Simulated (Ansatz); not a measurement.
Base system: SrTiO₃ in the cubic perovskite structure (space group Pm-3m, No. 221; a = 3.891 Å). Axes: x, y, z lie along the cube axes.

Level of theory: PBEsol in Ansatz (plane waves to 420 eV, PAW, no spin-orbit coupling).

Before the change:

```
Property               Value
-------------------  -------
Smallest direct gap  2.19 eV
```

Now apply this change: compressive biaxial strain of 2.15 % in the plane normal to [111], as in epitaxy on a mismatched substrate; the out-of-plane cell vector and the atoms relax.

Question: How does this affect the energy relative to the base, smallest direct gap and out-of-plane strain?

Answer: The energy goes up by 13 meV/atom; the smallest direct gap drops by 0.10 eV (2.19 eV → 2.09 eV); the out-of-plane strain amounts to +1.48 %.

Stability against distortions was not tested. All final runs are without spin polarisation. Many cubic perovskites are stable only at high temperature; tilts and polar distortions were not tested.

Ansatz is a quantum-chemistry and plane-wave program.
